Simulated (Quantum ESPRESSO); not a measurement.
Quantum ESPRESSO 7.5, DFT, PBE, plane waves, PseudoDojo 0.5 standard norm-conserving PBE (local tails restored to the Coulomb form): bcc W, atoms displaced, 2 atoms. Basis and mesh were picked for this test and aren't claimed converged.

```json
{
 "cell": "3.17, 3.17, 3.17 Å; 90, 90, 90°",
 "distance_to_the_nearest_atom": "2.69 to 2.69 Å",
 "task": "scf",
 "k mesh": "8×8×8",
 "ecutwfc": "74 Ry",
 "ecutrho": "296 Ry",
 "occupations": "smearing",
 "smearing": "mv",
 "degauss": "0.02 Ry",
 "conv_thr": "2e-09 Ry",
 "tprnfor": "true",
 "tstress": "false",
 "k-point pools (-nk)": "3",
 "diagonalization": "david (default)",
 "mixing_mode": "plain (default)",
 "mixing_beta": "0.7 (default)",
 "mixing_ndim": "8 (default)",
 "k-points computed": "260",
 "bands": "18",
 "electrons": "28",
 "G-vectors of the density": "18349",
 "FFT grid": "36×36×36"
}
```

It runs on a single node (Intel Xeon 6 (Granite Rapids), 96 cores on 1 socket, 2 hardware threads a core, 3 L3 cache groups, 3 NUMA nodes).

Run on 96 ranks, it takes 6.9 s from launch to exit:

```bash
OMP_NUM_THREADS=1 mpirun -np 96 pw.x -nk 3 -in pw.in
```

From its output:

```
     Parallel version (MPI & OpenMP), running on      96 processor cores
     Number of MPI processes:                96
     Threads/MPI process:                     1
     K-points division:     npool     =       3
     R & G space division:  proc/nbgrp/npool/nimage =      32
     Subspace diagonalization in iterative solution of the eigenvalue problem:
     a serial algorithm will be used
     Using Slab Decomposition
     number of atoms/cell      =            2
     number of electrons       =        28.00
     number of Kohn-Sham states=           18
     kinetic-energy cutoff     =      74.0000  Ry
     charge density cutoff     =     296.0000  Ry
     scf convergence threshold =      2.0E-09
     mixing beta               =       0.7000
     number of iterations used =            8  plain     mixing
     No symmetry found
     number of k points=   260  Marzari-Vanderbilt smearing, width (Ry)=  0.0200
     Dense  grid:    18349 G-vectors     FFT dimensions: (  36,  36,  36)
     Estimated max dynamical RAM per process >       5.67 MB
     Estimated total dynamical RAM >     535.52 MB
...
     init_run     :      0.31s CPU      0.34s WALL (       1 calls)
     electrons    :      4.78s CPU      5.40s WALL (       1 calls)
     forces       :      0.03s CPU      0.04s WALL (       1 calls)

     Called by init_run:
     wfcinit      :      0.16s CPU      0.19s WALL (       1 calls)
     potinit      :      0.00s CPU      0.00s WALL (       1 calls)
     hinit0       :      0.14s CPU      0.14s WALL (       1 calls)

     Called by electrons:
     c_bands      :      4.22s CPU      4.75s WALL (       9 calls)
     sum_band     :      0.55s CPU      0.63s WALL (       9 calls)
     v_of_rho     :      0.01s CPU      0.01s WALL (       9 calls)
     mix_rho      :      0.00s CPU      0.00s WALL (       9 calls)

     Called by c_bands:
     init_us_2    :      0.03s CPU      0.04s WALL (    1740 calls)
     cegterg      :      3.82s CPU      4.35s WALL (     783 calls)

     Called by *egterg:
     cdiaghg      :      0.59s CPU      0.65s WALL (    2911 calls)
     h_psi        :      3.11s CPU      3.55s WALL (    3085 calls)
     g_psi        :      0.01s CPU      0.01s WALL (    2215 calls)

     Called by h_psi:
     h_psi:calbec :      0.15s CPU      0.17s WALL (    3085 calls)
     vloc_psi     :      2.91s CPU      3.32s WALL (    3085 calls)
     add_vuspsi   :      0.04s CPU      0.05s WALL (    3085 calls)

     General routines
     calbec       :      0.16s CPU      0.20s WALL (    3433 calls)
     fft          :      0.14s CPU      0.14s WALL (     101 calls)
     ffts         :      0.00s CPU      0.00s WALL (       9 calls)
     fftw         :      3.28s CPU      3.76s WALL (   90502 calls)

     Parallel routines

     PWSCF        :      5.40s CPU      6.09s WALL
```

Times are wall-clock medians of two to five runs, from launch to exit, with nothing else on the machine. Unless noted, each process is bound to its own block of adjacent cores. The build: conda-forge: Open MPI 5.0, OpenMP, OpenBLAS 0.3.34 (pthreads), FFTW, ScaLAPACK, ELPA; another build can shift the numbers. Scratch files lie in a memory file system.

Question: Read the timing block: which change would cut the largest part, on the same cores and with the result kept within 1.0 meV/atom in energy, 10 meV/Å in forces (largest component)?

Answer: The largest part is FFTs of H·ψ (vloc_psi), 48 % of the time from launch to exit. One change that relieves it (others may too): going from -nk 3 to -nk 24, one of the fastest of the measured ones that keep the result: 6.9 s to 2.8 s (2.4× as fast). The largest move is in FFTs of H·ψ (vloc_psi): 3.3 s to 0.82 s. SCF iterations go from 8 to 9. These two results differ by: energy equal as printed, forces (largest component) 0.018 meV/Å. Others tried: -nk 12 (2.9 s); -nk 48 (2.9 s); -nk 96 (2.9 s); -nk 32 (3.0 s); -nk 16 (3.5 s); -nk 8 (3.7 s); -nk left out (the program takes 6) (3.7 s); -nk 6 (3.7 s); -nk 4 (5.0 s); -nk 2 (8.3 s); -nk 1 (20 s). Launch, exit and the like take 0.81 s of the 2.8 s.
